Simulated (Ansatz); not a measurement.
**SiNi2 (P6₃/mmc, No. 194, 6 atoms in the cell; start mp-507; a measured phase of this formula has another space group)**

Computed with LDA (plane waves, PAW; Ansatz, a quantum-chemistry and plane-wave program).

Numerical settings: plane-wave cutoff 520 eV, 18×18×12 k mesh (along the axes of the cell as run), Fermi–Dirac smearing 0.05 eV, no spin polarisation, scalar-relativistic PAW data made under PBE.

Cell (relaxed at this level):

Space group P6₃/mmc (No. 194); a = 3.833 Å, b = 3.833 Å, c = 4.871 Å, α = 90.00°, β = 90.00°, γ = 120.00°

```json
[
 {"atom": "Si", "site": "2d", "symmetry": "-6m2", "x": "0.6667", "y": "0.3333", "z": "0.2500"},
 {"atom": "Ni", "site": "2c", "symmetry": "-6m2", "x": "0.3333", "y": "0.6667", "z": "0.2500"},
 {"atom": "Ni", "site": "2a", "symmetry": "-3m.", "x": "0.0000", "y": "0.0000", "z": "0.0000"}
]
```

| Item | Value |
|---|---|
| bulk modulus B0 | 243 GPa |

Note: the run has no spin polarisation, so it can have missed a magnetic state; the bulk modulus is −V dP/dV from two relaxed cells at ±2 % in volume; the relaxation could not lower the start's symmetry, so the cell can be a saddle point above a distorted one.

Computed values are for the static lattice.

A start named mp-… is a Materials Project structure, which need not be a measured phase.
